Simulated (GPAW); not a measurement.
## Equation of state of fcc Ag (space group 225): energy against volume (GPAW, LDA)

```
Ag
1.0
    0.00000     1.96546     1.96546
    1.96546     0.00000     1.96546
    1.96546     1.96546     0.00000
Ag
1
Direct
  0.00000   0.00000   0.00000
```

Method: LDA (Perdew-Wang 92), GPAW PAW datasets LDA (gpaw-data 1.0.1) (plane waves; GPAW). Settings: mode = pw; ecut = 585 eV; xc = LDA; kpts = 25 25 25; mesh shift (steps) = 0 0 0; occupations.name = fermi-dirac; occupations.width = 0.05 eV; nbands = -9; convergence.forces = 0.001 eV/Å; symmetry.symmorphic = false; symmetry.tolerance = 0.0005; maxiter = 120. The cell above is the first row's. The rows scale it uniformly. In all rows the k mesh is held. E is the free energy at the stated smearing, counted from the lowest row.

```csv
V (Å^3/atom),E (meV/atom)
15.185,20.35
15.515,6.64
15.846,0.16
16.176,0.00
16.506,5.34
16.836,15.47
17.166,29.77
17.496,47.69
17.826,?
```

Problem. Fit E against V with the third-order Birch-Murnaghan form, a cubic in V^(-2/3), and predict the withheld value at V = 17.826.

Solution. With u = V^(-2/3) - 0.155, the rows have u = 0.008076, 0.005755, 0.003509, 0.001346, -0.000745, -0.002767, -0.004725, -0.006620. Least squares gives E = 2.830 - 2921.33·u + 603942·u² + 3267321·u³. Residuals (row less fit): 0.001, -0.003, 0.003, 0.000, 0.000, 0.002, -0.002, 0.001; standard error 0.003 (degrees of freedom: 4). Its minimum lies at u = 0.002373, so V0 = (0.157373)^(-3/2) = 16.02. There d²E/du² = 1254000 and d³E/du³ = 1.960e7, so B0 = (4/9) × 16.02^(-7/3) × 1254000 × 0.160218 = 138 GPa (the last factor turns the table's units into GPa), and B0' = 4 + (2/3) × 0.157373 × (1.960e7)/1254000 = 5.6. The program's pressures in the fitted runs (not shown) pass through zero at V = 16.02, 0.02 % from this V0. At the withheld row, u = -0.008457, so E = 2.830 - 2921.33 × (-0.008457) + 603942 × (-0.008457)² + 3267321 × (-0.008457)³ = 68.754 meV/atom. The calculation gives 68.74 meV/atom, 0.014 meV/atom below the prediction (under 0.05 % of the range of E in the table). The row lies outside the fitted rows, so this is an extrapolation. From the scatter of the fitted rows alone, a prediction at this place has a standard error of 0.007 meV/atom, so the miss is 2.0 times that.

Carrying the step between the two nearest rows on in a straight line would have given 65.61, off by 3.13; series whose last step already gives the withheld value aren't shown. The scan was laid around a cell of about the measured size, scaled by a guess for this functional. Cutoffs and mesh are single choices, not tested for convergence of this quantity. Series with a scatter that would blur these digits, or in which a gap closes, are not shown. Nor are scans whose minimum lies at an end fitted in this form.
